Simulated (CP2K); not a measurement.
A self-consistent single point of AlCo (Pm-3m, 2 atoms in the cell) with CP2K.

Computed with LDA (Pade form), GPW, DZVP-MOLOPT-SR-GTH basis, GTH-PADE potentials (GTH_POTENTIALS) in CP2K.

```yaml
crystal:
  lattice:
    - [2.79515, 0.00000, 0.00000]
    - [0.00000, 2.79515, 0.00000]
    - [0.00000, 0.00000, 2.79515]
  atoms:
    - { symbol: Al, position: [0.00000, 0.00000, 0.00000] }
    - { symbol: Co, position: [0.50000, 0.50000, 0.50000] }
```

Reference input (self-consistent single point, DFT PBE, GPW, DZVP-MOLOPT-SR-GTH basis, GTH-PBE potentials (GTH_POTENTIALS)): CUTOFF = 600 Ry; REL_CUTOFF = 40 Ry; SMEAR/METHOD = GAUSSIAN; SIGMA = 0.272 eV; KPOINTS/SCHEME = MONKHORST-PACK 9 9 9; XC_FUNCTIONAL = PBE; Al/BASIS_SET = DZVP-MOLOPT-SR-GTH-q3; Al/POTENTIAL = GTH-PBE-q3; Co/BASIS_SET = DZVP-MOLOPT-SR-GTH-q17; Co/POTENTIAL = GTH-PBE-q17; METHOD = GPW; EPS_DEFAULT = 1e-11. This run's input differs from it in these lines:

```diff
@@ -42,3 +42,3 @@
     &XC
-      &XC_FUNCTIONAL PBE
+      &XC_FUNCTIONAL PADE
       &END XC_FUNCTIONAL
@@ -74,3 +74,3 @@
       BASIS_SET DZVP-MOLOPT-SR-GTH-q3
-      POTENTIAL GTH-PBE-q3
+      POTENTIAL GTH-PADE-q3
     &END KIND
@@ -78,3 +78,3 @@
       BASIS_SET DZVP-MOLOPT-SR-GTH-q17
-      POTENTIAL GTH-PBE-q17
+      POTENTIAL GTH-PADE-q17
     &END KIND
```

Output, abridged:

```
 SCF WAVEFUNCTION OPTIMIZATION

  Step     Update method      Time    Convergence         Total energy    Change
     1 NoMix/Diag. 0.30E+00      -     1.55218196      -148.2327733905 -1.48E+02
     2 Broy./Diag. 0.30E+00      -     0.21549178      -146.3047532476  1.93E+00
     3 Broy./Diag. 0.30E+00      -     0.10504794      -149.7904767913 -3.49E+00
     4 Broy./Diag. 0.30E+00      -     0.05757212      -147.5743205683  2.22E+00
     5 Broy./Diag. 0.30E+00      -     0.00183865      -147.5849209503 -1.06E-02
     6 Broy./Diag. 0.30E+00      -     0.00271745      -147.5638132219  2.11E-02
     7 Broy./Diag. 0.30E+00      -     0.00003099      -147.5655370658 -1.72E-03
     8 Broy./Diag. 0.30E+00      -     0.00007184      -147.5646780164  8.59E-04
     9 Broy./Diag. 0.30E+00      -     0.00000057      -147.5646769497  1.07E-06
  *** SCF run converged in     9 steps ***

  Overlap energy of the core charge distribution:               0.00000000000013
  Self energy of the core charge distribution:               -235.29089533590235
  Core Hamiltonian energy:                                     65.90541695480287
  Hartree energy:                                              37.55273529823386
  Exchange-correlation energy:                                -15.73097963742287
  Smearing free energy correction:                             -0.00095422942836
  Fermi energy:                                                 0.43890247712450

  Total energy:                                              -147.56467694968362
  Total energy (extrapolated to sigma->0):                   -147.56419983496943

   [... lines left out ...]

 STRESS| Analytical stress tensor [bar]
 STRESS|                        x                   y                   z
 STRESS|      x       -1.42198490814E+04   3.00531212958E-04   3.00533664417E-04
 STRESS|      y        3.00531212958E-04  -1.42199929303E+04   3.00534421304E-04
 STRESS|      z        3.00533664417E-04   3.00534421304E-04  -1.42199800203E+04
 STRESS| 1/3 Trace                                            -1.42199406773E+04
```

The run converged in 9 iterations. Against the reference run the pressure goes from 10.40 to -1.42 GPa.

The starting cell comes from a database of computed structures (which also holds hypothetical and non-ambient phases and stackings), without a prior relaxation at this level. Its lattice was rescaled by a random factor within 2.5 % of one. Spin polarisation is off. Values carry the incompleteness of an atom-centred basis.

Cost on one core of a shared machine: roughly 50 s.
